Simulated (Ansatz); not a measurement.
## CdGeAs2 under a change: biaxial strain −2.91 %, plane normal [001], relaxed out of plane

The parent structure is CdGeAs$_{2}$ in the chalcopyrite structure (space group I-42d, No. 122; a = 6.0473 Å, c = 11.4897 Å). Axes: x, y, z lie along a, b, c of the conventional cell.

It is then changed as follows: compressive biaxial strain of 2.91 % in the plane normal to [001], as in epitaxy on a mismatched substrate; the out-of-plane cell vector and the atoms relax.

Computed with DFT with PBE, PAW potentials and a 420 eV plane-wave cutoff in Ansatz (a program for electronic structure), scalar-relativistic without spin-orbit coupling. k-mesh 8×8×8 (Γ-centred); smearing 0.05 eV (Fermi–Dirac).

```csv
quantity,base,changed,shift
volume per atom,26.26 Å³,25.57 Å³,-0.69 Å³
space group,I-42d (No. 122),I-42d (No. 122),–
energy relative to the base (free energy F),0 meV/atom,+11 meV/atom,+11 meV/atom
"pressure (mean of the normal stresses, compression positive)",0.0 GPa,1.5 GPa,+1.55 GPa
band gap (uncertain: the Fermi level lies in a band; the base alone),0.12 eV,zero,–
out-of-plane strain (rough),–,+3.29 %,–
mean in-plane stress (compression positive) (rough),–,+2.3 GPa,–
```

A case with no gap was solved on a k-mesh chosen for an insulator, which is coarse for it. Without a gap, meshes like the base's 8×8×8 leave anisotropic stresses uncertain by several tenths of a GPa, and small strain energies with them. Whether these cells are dynamically stable was not tested. All final runs are without spin polarisation. The zero or small gap of CdGeAs2 can change with the level of theory.
